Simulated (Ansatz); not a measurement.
Start from HgS in the zinc blende structure (space group F-43m, No. 216).

```
CELL_PARAMETERS angstrom
      0.00000     2.93799     2.93799
      2.93799     0.00000     2.93799
      2.93799     2.93799     0.00000
ATOMIC_POSITIONS crystal
  Hg 0.00000 0.00000 0.00000
  S  0.75000 0.75000 0.75000
```

Computed with PBEsol (Ansatz, a first-principles code; PAW; 420 eV plane waves; without spin-orbit coupling), earlier PAW set.

For the base:

| Item | Result |
|---|---|
| Pressure | 0.0 GPa |

The change: the cell is scaled by 1.0078 in all directions; the atoms relax in the strained cell.

Task: What does the calculation give for the energy relative to the base and pressure after the change?

Result: The energy increases by 2.5 meV/atom; the pressure goes from zero to -1.3 GPa.

The mesh was chosen for an insulator and is coarse for the gapless case. Whether these cells are dynamically stable was not tested. The final runs are not spin-polarised.
